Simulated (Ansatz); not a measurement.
Cell and atoms of amorphous Fe40B10:

```xyz
50
Lattice="8.1782 -0.1616 -0.2710 -0.1616 7.7964 0.0744 -0.2710 0.0744 8.1131" Properties=species:S:1:pos:R:3 pbc="T T T"
Fe     1.2089     6.8279     1.8998
Fe     6.7603     0.2530     5.1015
Fe     2.2726     2.4305     4.8086
Fe     0.4500     1.7704     6.1158
Fe     2.4387     4.7108     1.3383
Fe     1.0683     0.4281     3.8099
Fe     0.8464     6.7010     5.6834
Fe     4.1505     4.7472     7.7990
Fe     5.2130     5.0763     2.2668
Fe     2.9878     6.1924     3.4341
Fe     2.6423     2.8406     7.1679
Fe     2.3197     0.9789     0.6139
Fe     0.0089     1.3971     1.5993
Fe     0.3287     4.2032     5.8482
Fe     0.1454     5.4202     0.0495
Fe     2.1834     6.6490     7.5903
Fe     6.5176     1.6390     7.2206
Fe     4.0385     2.8404     1.3858
Fe     1.8763     2.6149     2.4366
Fe     3.7209     3.8438     3.5963
Fe     5.5109     1.9561     3.5135
Fe     5.1237     7.3214     3.2731
Fe     3.3660     7.7464     5.2216
Fe     6.5675     3.2776     1.1045
Fe     3.3809     0.8976     2.8385
Fe     6.4839     4.1306     4.0685
Fe     7.3625     6.2565     3.6675
Fe     6.3134     4.1061     6.7655
Fe     6.8904     6.9417     1.3617
Fe     2.7554     4.9509     5.6210
Fe     5.5918     1.0500     1.2370
Fe     3.9602     6.8784     1.1884
Fe     5.0312     5.6864     5.0920
Fe     7.9555     2.3280     3.5235
Fe     0.6869     3.0364     0.0410
Fe     1.0698     4.7378     3.5997
Fe     4.1296     0.7722     7.2776
Fe     5.8267     6.7709     7.2239
Fe     0.1251     0.0938     7.6580
Fe     4.6537     2.7493     5.6418
B      2.0916     0.7153     6.5326
B      3.9406     6.4659     6.7009
B      6.3102     5.1983     0.4831
B      7.0966     5.8426     5.7609
B      0.3344     3.7656     1.9407
B      7.4508     5.0084     2.0080
B      4.8304     2.7101     7.7443
B      7.0744     0.5031     2.9412
B      6.7707     2.4790     5.3152
B      1.6822     4.6618     7.4061
```

Computed with PBE, scalar-relativistic without spin-orbit coupling (plane waves to 420 eV, PAW; Ansatz, a quantum-chemistry and plane-wave program). In the spin-polarised cell the level spacing at the Fermi energy can part levels of unlike spin.

Preparation: random packing, a CHGNet melt and quench, and a DFT relaxation. The hot cell started wider than the set density and was brought back towards it in steps. It is the lowest in DFT energy of 3 quenches. It is a model cell: composition and starting density were chosen by hand, and all elements were melted together. No dispersion term was used. Its density started from a set value of 7.27 and ended at 7.53 g/cm³. The simulated quench (nominally 260 K/ps over its main leg) is rapid and tends to freeze in more defects than a deposited or slowly cooled glass has. A cell of this size samples the disorder only roughly. Volume and shape were free in the relaxation. On a 2×2×2 Γ-centred mesh force components of up to 0.20 eV/Å stay, since the relaxation ran on one k-point at (1/4, 1/4, 1/4).

Cut-offs for bonds: Fe-Fe 3.18 Å, Fe-B 2.64 Å, B-B 2.08 Å.

Problem. Give the coordination numbers, mean bond lengths and angles.

Solution. 
```json
{
  "Mean coordination of Fe": "13.68 (3 with 12, 16 with 13, 15 with 14, 3 with 15, 3 with 16)",
  "Mean coordination of B": "8.70 (1 with 7, 2 with 8, 6 with 9, 1 with 10)",
  "Mean Fe-Fe bond": "2.623 Å (spread 0.196 Å, 232 counted)",
  "Mean Fe-B bond": "2.187 Å (spread 0.135 Å, 83 counted)",
  "Mean B-B bond": "1.853 Å (spread 0.060 Å, 2 counted)",
  "Bond angle at Fe": "mean 95.8°, spread 34.5°",
  "Bond angle at B": "mean 98.9°, spread 30.7°"
}
```

Problem. What Bader charges do the atoms carry, from a run on one k-point at (1/4, 1/4, 1/4)?

Solution. Means (range): Fe +0.15 e (-0.09 to +0.38), B -0.61 e (-0.71 to -0.40).
```tsv
atom	charge (e)
Fe1	+0.17
Fe2	+0.38
Fe3	+0.10
Fe4	-0.01
Fe5	+0.23
Fe6	+0.19
Fe7	+0.21
Fe8	+0.32
Fe9	+0.15
Fe10	-0.04
Fe11	+0.21
Fe12	+0.10
Fe13	+0.08
Fe14	+0.24
Fe15	+0.33
Fe16	+0.09
Fe17	+0.13
Fe18	+0.05
Fe19	-0.09
Fe20	-0.03
Fe21	+0.18
Fe22	-0.05
Fe23	+0.21
Fe24	+0.26
Fe25	-0.00
Fe26	+0.18
Fe27	+0.15
Fe28	+0.29
Fe29	+0.14
Fe30	+0.16
Fe31	+0.11
Fe32	+0.15
Fe33	+0.22
Fe34	+0.21
Fe35	+0.19
Fe36	+0.17
Fe37	+0.20
Fe38	+0.18
Fe39	+0.11
Fe40	+0.25
B41	-0.61
B42	-0.60
B43	-0.55
B44	-0.65
B45	-0.54
B46	-0.40
B47	-0.71
B48	-0.68
B49	-0.70
B50	-0.66
```
